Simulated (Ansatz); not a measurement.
Consider the energy of configuration A over configuration B. The value is E(A) − E(B).

Cell A: a slab of Ti (hcp, P6₃/mmc) cut along (0001), 37 atoms, hexagonal cell of 8.82 Å (67.4 Å²), symmetry P3m1, 8.9 Å thick under 16 Å of vacuum, in-plane vectors held at the crystal's; planes from bottom to top: Ti9 × 4 | Ag, its two faces unlike (dipole correction applied); added, foreign or displaced atoms, above the top plane: Ag bound to 3 Ti at 2.76 Å; spin state with PBE: run without spin, k-point mesh 5×5×1.
```yaml
crystal:
  lattice:
    - [8.81874, 0.00000, 0.00000]
    - [-4.40937, 7.63725, 0.00000]
    - [0.00000, 0.00000, 25.08221]
  atoms:
    - { symbol: Ti, position: [0.00039, 0.00015, 0.32385] }
    - { symbol: Ti, position: [0.11165, 0.22249, 0.41008] }
    - { symbol: Ti, position: [0.99959, 0.99760, 0.50692] }
    - { symbol: Ti, position: [0.10903, 0.22118, 0.59298] }
    - { symbol: Ti, position: [0.00039, 0.33358, 0.32385] }
    - { symbol: Ti, position: [0.11111, 0.55556, 0.41030] }
    - { symbol: Ti, position: [0.99959, 0.33532, 0.50692] }
    - { symbol: Ti, position: [0.11113, 0.55554, 0.59514] }
    - { symbol: Ti, position: [0.00000, 0.66667, 0.32404] }
    - { symbol: Ti, position: [0.11111, 0.88888, 0.41030] }
    - { symbol: Ti, position: [0.00000, 0.66667, 0.50784] }
    - { symbol: Ti, position: [0.11113, 0.88893, 0.59514] }
    - { symbol: Ti, position: [0.33309, 0.00015, 0.32385] }
    - { symbol: Ti, position: [0.44418, 0.22249, 0.41008] }
    - { symbol: Ti, position: [0.33134, 0.99760, 0.50692] }
    - { symbol: Ti, position: [0.44548, 0.22118, 0.59298] }
    - { symbol: Ti, position: [0.33333, 0.33333, 0.32351] }
    - { symbol: Ti, position: [0.44418, 0.55502, 0.41008] }
    - { symbol: Ti, position: [0.33333, 0.33333, 0.50645] }
    - { symbol: Ti, position: [0.44548, 0.55763, 0.59298] }
    - { symbol: Ti, position: [0.33309, 0.66627, 0.32385] }
    - { symbol: Ti, position: [0.44534, 0.88934, 0.40990] }
    - { symbol: Ti, position: [0.33134, 0.66708, 0.50692] }
    - { symbol: Ti, position: [0.44339, 0.88836, 0.59422] }
    - { symbol: Ti, position: [0.66667, 0.00000, 0.32344] }
    - { symbol: Ti, position: [0.77733, 0.22133, 0.40990] }
    - { symbol: Ti, position: [0.66667, 0.00000, 0.50832] }
    - { symbol: Ti, position: [0.77831, 0.22328, 0.59422] }
    - { symbol: Ti, position: [0.66652, 0.33358, 0.32385] }
    - { symbol: Ti, position: [0.77779, 0.55556, 0.41030] }
    - { symbol: Ti, position: [0.66906, 0.33532, 0.50692] }
    - { symbol: Ti, position: [0.77774, 0.55554, 0.59514] }
    - { symbol: Ti, position: [0.66652, 0.66627, 0.32385] }
    - { symbol: Ti, position: [0.77733, 0.88934, 0.40990] }
    - { symbol: Ti, position: [0.66906, 0.66708, 0.50692] }
    - { symbol: Ti, position: [0.77831, 0.88836, 0.59422] }
    - { symbol: Ag, position: [0.33333, 0.33333, 0.67944] }
```

Cell B: a slab of Ti (hcp, P6₃/mmc) cut along (0001), 37 atoms, hexagonal cell of 8.82 Å (67.4 Å²), symmetry P3m1, 8.9 Å thick under 16 Å of vacuum, in-plane vectors held at the crystal's; planes from bottom to top: Ti9 × 4 | Ag, its two faces unlike (dipole correction applied); added, foreign or displaced atoms, above the top plane: Ag bound to 3 Ti at 2.76 Å; spin state with PBE: run without spin, k-point mesh 5×5×1.
```xyz
37
Lattice="8.8187 0.0000 0.0000 -4.4094 7.6372 0.0000 0.0000 0.0000 25.0822" Properties=species:S:1:pos:R:3 pbc="T T T"
Ti    -0.0019     0.0011     8.1262
Ti     0.0006     1.6975    10.2981
Ti     0.0003    -0.0002    12.7590
Ti     0.0047     1.6999    14.9430
Ti     7.3489     2.5436     8.1262
Ti    -1.4698     4.2375    10.2798
Ti     7.3489     2.5461    12.7590
Ti    -1.4698     4.2655    14.8965
Ti     5.8786     5.0912     8.1176
Ti    -2.9443     6.7914    10.2798
Ti     5.8993     5.1031    12.6821
Ti    -2.9201     6.7774    14.8965
Ti     2.9396     0.0006     8.1176
Ti     2.9396     1.7018    10.2828
Ti     2.9396    -0.0233    12.6821
Ti     2.9396     1.6561    14.8682
Ti     1.4674     2.5444     8.1213
Ti     1.4738     4.2406    10.2828
Ti     1.4588     2.5394    12.7232
Ti     1.4342     4.2634    14.8682
Ti     0.0005     5.0912     8.1176
Ti     0.0047     6.7914    10.2798
Ti    -0.0202     5.1031    12.6821
Ti    -0.0195     6.7774    14.8965
Ti     5.8811     0.0011     8.1262
Ti     5.8786     1.6975    10.2981
Ti     5.8788    -0.0002    12.7590
Ti     5.8745     1.6999    14.9430
Ti     4.4118     2.5444     8.1213
Ti     4.4054     4.2406    10.2828
Ti     4.4203     2.5394    12.7232
Ti     4.4449     4.2634    14.8682
Ti     2.9396     5.0943     8.1213
Ti     2.9396     6.7880    10.2981
Ti     2.9396     5.1042    12.7232
Ti     2.9396     6.7833    14.9430
Ag     2.9396     3.3943    17.0077
```

Plane-wave PAW calculations with Ansatz (a program for electronic structure), its PAW set soft_1, cutoff 420 eV, 500 eV for r2SCAN. The structures are at rest with PBE, within the held lattices; other levels are single points on them. Neutral cells; Fermi-Dirac smearing of at most 0.10 eV in the solids, energies taken to zero width. The lattices are those relaxed with PBE, so at other levels the solids can be strained, which adds to the spread. Larger cells are relaxed from a start prepared with the learned potential CHGNet, on a coarser mesh till forces fall under 0.03 eV/Å, which some starts already meet. A dispersion term (D3(BJ), or D4 for r2SCAN) was computed beside these levels and is taken off wherever the name lacks it. Nuclei at rest; no vibrational terms. The structures are the rest points that the relaxations reached, not proven lowest. Values are for these cell sizes. Cell A has symmetry P3m1 and got no random move, so less symmetric positions, which may lie lower, weren't tried. Cell B has symmetry P3m1 and got no random move, so less symmetric positions, which may lie lower, weren't tried.

Question: Predict the value from r2SCAN.

Answer: 0.04 eV for A less B, too close to call.

Question: What do the other levels give, and how wide is the spread?

Answer: 
```tsv
Method	value (eV)	less r2SCAN
PBE	0.04	0.00
```

The levels span only 0.00 eV, too little to tell them apart.
